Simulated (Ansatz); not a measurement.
Density of states of B6P (R-3m) below the valence band maximum, Ansatz (a quantum-chemistry and plane-wave program) with PBEsol, rigid bands; cell volume 121.3 Å³.

| energy from edge (eV) | 10⁻³ states/eV/cell |
|---|---|
| 0.006 | 623 |
| 0.031 | 1690 |
| 0.056 | 1730 |
| 0.081 | 1750 |
| 0.106 | 1850 |
| 0.131 | 1940 |
| 0.156 | 2040 |
| 0.181 | 2160 |
| 0.206 | 2310 |
| 0.231 | 2520 |
| 0.256 | 3000 |
| 0.281 | 3500 |
| 0.319 | 3910 |
| 0.344 | 4660 |
| 0.369 | 3790 |
| 0.394 | 3230 |
| 0.419 | 2980 |
| 0.444 | 2860 |
| 0.469 | 3250 |
| 0.494 | 3260 |
| 0.519 | 3300 |
| 0.544 | 3380 |
| 0.569 | 3470 |
| 0.594 | 3540 |

### Question
What effective density of states at 300 K does this give (∫ g(E) exp(−E/k_BT) dE, both spins, divided by the cell's size)?

### Answer
2.5e20 cm⁻³, a density-of-states mass of 4.6 mₑ, valleys and band degeneracy included.

Spin-orbit coupling is left out; where it splits the top of the valence band, N_v and the p-type Seebeck coefficient come out somewhat high without it. Geometry: cell and atoms relaxed with PBEsol.

Computed structure with no diffraction record at hand here (it may be known, metastable or hypothetical): B6P (R-3m).
